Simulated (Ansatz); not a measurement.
# Hypothetical rock salt WGe under a change: strain tensor (xx, yy, zz, yz, xz, xy) = (−1.87, +0.91, +1.28, +0.84, +0.31, −0.23) %

Base system: WGe in the rock salt structure (space group Fm-3m, No. 225; a = 5.122 Å; a hypothetical phase, not in the database extracts checked). Axes: x, y, z lie along the cube axes.

Modification: the symmetric strain tensor [-0.0187 -0.0023 0.0031; -0.0023 0.0091 0.0083; 0.0031 0.0083 0.0128], atoms relaxed at fixed cell.

Method: r2SCAN (Ansatz, a program for electronic structure; PAW; 500 eV plane waves; scalar-relativistic without spin-orbit coupling). Γ-centred 16×16×16 mesh, Fermi–Dirac width 0.05 eV.

| quantity | base | changed | shift |
|---|---|---|---|
| volume per atom | 16.79 Å³ | 16.84 Å³ | +0.05 Å³ |
| space group | Fm-3m (No. 225) | P-1 (No. 2) | – |
| shortest interatomic distance | 2.561 Å | 2.513 Å | -0.048 Å |
| energy relative to the base (free energy F) | 0 meV/atom | +11 meV/atom | +11 meV/atom |
| band gap | zero | zero | – |
| stress (xx, yy, zz, yz, xz, xy; compression positive) (rough) | – | (7.1, -3.2, -4.3, 0.2, 0.0, 0.0) GPa | – |

Final structure:

```
CELL_PARAMETERS angstrom
      0.00218     2.60551     2.61498
      2.52087     0.01562     2.60154
      2.50717     2.57836     0.02932
ATOMIC_POSITIONS crystal
  Ge 0.00000 0.00000 0.00000
  W  0.50000 0.50000 0.50000
```

Cost of the whole job for the changed cell (relaxation, final SCF and bands): about 2.3 core-minutes (a rough figure).

Without a gap, meshes like the base's 16×16×16 leave anisotropic stresses uncertain by several tenths of a GPa, and small strain energies with them. No phonon test of stability was made. All final runs are without spin polarisation. WGe has a high density of states at the Fermi level and may be magnetic at this level.
